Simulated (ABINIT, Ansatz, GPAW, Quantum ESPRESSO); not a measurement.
One structure in several programs: Ge (Fd-3m, 2 atoms in the cell)

Self-consistent single point.

```xyz
2
Lattice="0.0000 2.8544 2.8544 2.8544 0.0000 2.8544 2.8544 2.8544 0.0000" Properties=species:S:1:pos:R:3 pbc="T T T"
Ge     2.8544     2.8544     2.8544
Ge     4.2817     4.2817     4.2817
```

Shared settings, as Ansatz (a quantum-chemistry and plane-wave program) writes them: kpoints.mp_grid.grid = 5 5 5; scf.occupations.method = fermi_dirac; scf.occupations.width = 0.05 eV. Potentials and cutoffs stand in the table.

```tsv
code	model	pressure (GPa)	cutoff
Ansatz	PBE, PAW files	2.03	420 eV
ABINIT	PBE, PAW (JTH v2.0 PBE PAW)	1.44	21 Ha
GPAW	PBE, GPAW PAW datasets PBE (gpaw-data 1.0.1)	2.27	550 eV
Quantum ESPRESSO	PBE, PSlibrary PAW (PBE) pseudopotentials	2.35	30 Ry
```

The spread over the programs that give each value: pressure within 0.91 GPa.

Ansatz's pressure is given at a fixed set of plane waves, as the other plane-wave codes print theirs.

On the base mesh (13 13 13) the same programs gave: Ansatz pressure 1.72 GPa; Quantum ESPRESSO pressure 2.03 GPa; ABINIT pressure 1.13 GPa; GPAW pressure 1.95 GPa.

The values differ from the base mesh's, so the mesh still matters here: the table compares the programs at equal settings.

The starting cell comes from a database of computed structures (which also holds hypothetical and non-ambient phases and stackings), without a prior relaxation at this level. Its lattice was rescaled by a random factor within 2.5 % of one.

Left out of this page: CP2K (on another mesh); Elk and FLEUR (not drawn, or without a comparable value); SIESTA (unsound by tests on forces, stress, charge or solver warnings).

Keys are those of Ansatz 0.2.
